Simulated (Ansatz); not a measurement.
We consider cubic perovskite CsCaF3, described by r²SCAN (plane waves, PAW; Ansatz, a first-principles code).

Settings: plane-wave cutoff 560 eV, 8×8×8 k mesh, Fermi–Dirac smearing 0.01 eV, scalar-relativistic PAW data made under PBE.

Computed at the level's own relaxed cell.

Q: What does this level give for the band gap, pressure derivative B′ of the bulk modulus, equilibrium volume per atom and equilibrium lattice constant a?

A: 
band gap: 8.05 eV
pressure derivative B′ of the bulk modulus: 4.8
equilibrium volume per atom: 18.43 Å³/atom
equilibrium lattice constant a: 4.517 Å

Note: the relaxation could not lower the start's symmetry, so the cell can be a saddle point above a distorted one.

Spin–orbit coupling is not included.

Static lattice: no zero-point or thermal effects.

It cost very roughly 2.6 core-minutes of CPU time.
